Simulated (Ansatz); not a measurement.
An Ansatz (an electronic-structure program) input (r2SCAN/PAW in Ansatz, without spin-orbit coupling):

Ansatz 0.2 input:
```yaml
crystal:
  lattice:
    - [0, 2.1781636358, 2.1992918231]
    - [2.1781636358, 0, 2.1992918231]
    - [2.1781636358, 2.1781636358, 0]
  atoms:
    - { symbol: C, position: [0.25, 0.25, 0.25] }
    - { symbol: Si, position: [0, 0, 0] }
basis: { ecutwfc: 500, ecutrho_ratio: 4, xc_grid: 4, fft_grid_basis: typed }
kpoints: { mp_grid: { grid: [13, 13, 13] } }
hamiltonian:
  xc: r2scan
  dispersion: none
  pseudopotentials: { kind: paw }
scf: { occupations: { method: fermi_dirac, width: 0.05 }, convergence: { dr2_threshold: 0.0000000002 } }
relax: { f_tol: 0.005, max_steps: 50 }
output: { forces: true, stress: true }
checkpoint: { write: state.ck, write_every: 1000 }
```

Task: Which symmetry and how many k-points will the program report, and about how many plane waves at Γ?

Result: Space group I-4m2 (ITA 119) with 8 operations, k-points 196 of 2197, and 533 plane waves at Γ.

Task: And the final pressure?

Result: -2.16 GPa (compression positive).

The cells carry an imposed strain or load. No phonon test of stability was made. The cell was made from SiC in the zinc blende structure (space group F-43m, No. 216) by this change: uniaxial strain ε_zz = +0.97 %.
